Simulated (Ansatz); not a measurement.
The starting structures come from a database of crystals and need not be the phases stable at ambient conditions.

By PBEsol, the system below comes out a metal.

Input:

```yaml
crystal:
  lattice:
    - [2.59116, 0.00000, 0.00000]
    - [-0.88206, 2.43640, 0.00000]
    - [0.00000, 0.00000, 4.14075]
  atoms:
    - { symbol: Zn, position: [0.50000, 0.50000, 0.50000] }
    - { symbol: Cu, position: [0.00000, 0.00000, 0.00000] }
```

Space group of this cell: Cmmm. The cell is taken as given; by PBEsol its mean pressure is -6.5 GPa.

The current flows along the normal of the first two printed cell vectors. No spin-orbit coupling; the value is a mean over 0.1 eV about the Fermi level.

Problem. Predict the ballistic conductance per area from Ansatz (an electronic-structure program) with PBEsol.

Solution. 0.91 × 10¹⁵ S/m² for both spins.
